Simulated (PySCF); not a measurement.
PySCF 2.14.0, HF/def2-svpd, df: F[SiH2][NH][GeH3], 10 atoms. The geometry is a generated start, not checked to be a minimum at this level.

```json
{
  "task": "energy",
  "method": "hf",
  "basis": "def2-svpd",
  "two_electron_scheme": "density fitting",
  "mol.max_memory": "3000 MB",
  "mf.max_cycle": "100",
  "mf.init_guess": "minao (default)",
  "mf.DIIS": "CDIIS (default)",
  "mf.diis_space": "8 (default)",
  "mf.conv_tol": "1e-09 (default)",
  "basis_functions": "153"
}
```

```xyz
10

Si     1.4947    -0.5343    -0.0352
F      2.5634     0.6558    -0.2371
N     -0.0419    -0.0221    -0.6189
Ge    -1.5289     0.4516     0.3137
H      1.4128    -0.7340     1.3983
H      2.0032    -1.6194    -0.8585
H     -0.1157     0.0963    -1.6165
H     -2.4384     1.1386    -0.6565
H     -1.1625     1.3543     1.4517
H     -2.1867    -0.7868     0.8588
```

One run each on 2 threads, 1 BLAS thread. Values of level_shift (Hartree) tried: 0 (default), 0.1, 0.3, 1.

How does the count of Fock builds change with level_shift (Hartree), and where is it least?

Fewest Fock builds, within one of each other: 0 (default) with 12, 0.1 with 12. The count rises to 23 at 1. All converge to one solution.

```json
[
 {"level_shift (Hartree)": "0 (default)", "Fock builds": "12", "end": "same solution"},
 {"level_shift (Hartree)": "0.1", "Fock builds": "12", "end": "same solution"},
 {"level_shift (Hartree)": "0.3", "Fock builds": "15", "end": "same solution"},
 {"level_shift (Hartree)": "1", "Fock builds": "23", "end": "same solution"}
]
```
